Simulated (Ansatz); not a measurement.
Migration of interstitial P in silicon in several charge states. Level of theory: PBE, PAW (plane waves to 420 eV; Ansatz, a first-principles code).

Each figure is the lowest single hop between equivalent sites among the routes that converged and passed our checks, counted from the lowest site run. It need not be the barrier to long-range diffusion, and untried routes may lie lower. Climbing-image NEB, static nuclei, fixed cells, no finite-size correction; on the finer meshes named, energies are single points at the band's geometries. Saddle orders were checked for a part of the study's bands only and are not shown. Charge states are imposed.

```json
[
 {"State": "charge -1", "Route": "P moves farthest", "Hop (Å)": "1.26", "Barrier (eV)": "___", "Cell": "64 sites, 3×3×3 shifted"},
 {"State": "charge +1", "Route": "P moves farthest", "Hop (Å)": "1.93", "Barrier (eV)": "0.73", "Cell": "64 sites, 3×3×3 shifted"}
]
```

### Question
Complete the blanks.

### Answer

- charge -1, Barrier (eV): 0.10
